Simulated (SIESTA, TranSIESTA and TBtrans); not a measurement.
Device: Ta chain with a O atom beside one bond. Leads: straight Ta chain, spacing 2.35 Å. Geometry: 3 atoms about the centre moved by SIESTA (PBE, DZP) to a largest force of 0.07 eV/Å, all others as built. Transport runs along z; the first 6 and the last 6 of the 23 atoms are the lead cells, repeated to infinity.

```xyz
23
Lattice="9.000 0.000 0.000 0.000 9.000 0.000 0.000 0.000 51.700" Properties=species:S:1:pos:R:3 pbc="F F T"
Ta     4.500     4.500     0.000
Ta     4.500     4.500     2.350
Ta     4.500     4.500     4.700
Ta     4.500     4.500     7.050
Ta     4.500     4.500     9.400
Ta     4.500     4.500    11.750
Ta     4.500     4.500    14.100
Ta     4.500     4.500    16.450
Ta     4.500     4.500    18.800
Ta     4.500     4.500    21.150
Ta     4.419     4.500    23.498
Ta     4.376     4.500    25.836
Ta     4.500     4.500    28.200
Ta     4.500     4.500    30.550
Ta     4.500     4.500    32.900
Ta     4.500     4.500    35.250
O      5.986     4.500    24.722
Ta     4.500     4.500    37.600
Ta     4.500     4.500    39.950
Ta     4.500     4.500    42.300
Ta     4.500     4.500    44.650
Ta     4.500     4.500    47.000
Ta     4.500     4.500    49.350
```
Starting moments (μB): atom 7 +1, atom 8 +1, atom 9 +1, atom 10 +1, atom 11 +1, atom 12 +1, atom 13 +1, atom 14 +1, atom 15 +1, atom 16 +1, atom 17 +0.5; lead atoms +1 (left) and +1 (right).

Run with TranSIESTA and TBtrans (open boundaries, self-consistent; PseudoDojo norm-conserving potentials, scalar-relativistic): Spin polarized, PAO.BasisSize DZP, PAO.EnergyShift 0.15 eV, XC.Authors PBE, Mesh.Cutoff 200 Ry, ElectronicTemperature 300 K, TS.Voltage 0.0 eV, TBT.Elecs.Eta 0.001 eV.

Energies count from the leads' Fermi level. Transmissions are for each spin. The energy step is 0.01 eV; narrower resonances are cut or missed.

```
E (eV)  T up  T down
------  ----  ------
-0.20   3.88    3.68
-0.15   3.91    3.82
-0.10   3.94    3.86
-0.05   3.95    3.81
0.00    3.95    3.71
0.05    3.95    3.60
0.10    3.95    3.57
0.15    3.95    3.73
0.20    3.94    3.79
```

Question: Give the zero-bias conductance in μS and the resistance at 300 K.

Answer: At the Fermi level the mean of both spins is (3.95 + 3.71)/2 = 3.83. Averaged with −∂f/∂E over the full grid (kT = 25.9 meV) it is 3.83. With G0 = 2e²/h = 77.48 μS, G = 297 μS and R = 1/G = 3.37 kΩ.

Question: The eigenchannels at the Fermi level (both spins) transmit 0.999, 0.999, 0.970, 0.946, 0.998, 0.996, 0.976, 0.743. What Fano factor of the shot noise follows at low temperature and bias?

Answer: F = Σ τ(1 − τ)/Σ τ = 0.303/7.63 = 0.04.

The magnetic order of the leads was set by the start, and no other order was tried; the separate lead runs end at 1.06 (left) and 1.06 (right) μB an atom. The straight chain is held at its spacing; free chains may zigzag or dimerise. Spin-orbit coupling, left out here, matters for the heavy atoms.
